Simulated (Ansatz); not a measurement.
Pyrite ZnS₂ (high-pressure phase), treated with LDA in Ansatz (plane waves, PAW).

Run with plane-wave cutoff 520 eV, 6×6×6 k mesh, Fermi–Dirac smearing 0.01 eV, scalar-relativistic PAW data made under PBE.

Cell (relaxed with PBEsol):

```cif
data_S8Zn4
_chemical_formula_sum 'Zn4 S8'
_space_group_name_H-M_alt 'Pa-3'
_space_group_IT_number 205
_space_group_name_Hall '-P 2ac 2ab 3'
_cell_length_a 5.88878
_cell_length_b 5.88878
_cell_length_c 5.88878
_cell_angle_alpha 90.000
_cell_angle_beta 90.000
_cell_angle_gamma 90.000
loop_
_atom_site_label
_atom_site_type_symbol
_atom_site_symmetry_multiplicity
_atom_site_Wyckoff_symbol
_atom_site_fract_x
_atom_site_fract_y
_atom_site_fract_z
_atom_site_occupancy
Zn1 Zn 4 a 0.00000 0.00000 0.00000 1
S1 S 8 c 0.39824 0.39824 0.39824 1
```

Q: Predict the band gap and smallest direct gap on the k points sampled.

A: 
* **band gap**: 1.24 eV (indirect)
* **smallest direct gap on the k points sampled**: 1.45 eV

Note: cell and atoms aren't relaxed at this level (pressure -2.7 GPa).

Computed values are for the static lattice.

Ansatz is a quantum-chemistry and plane-wave program.
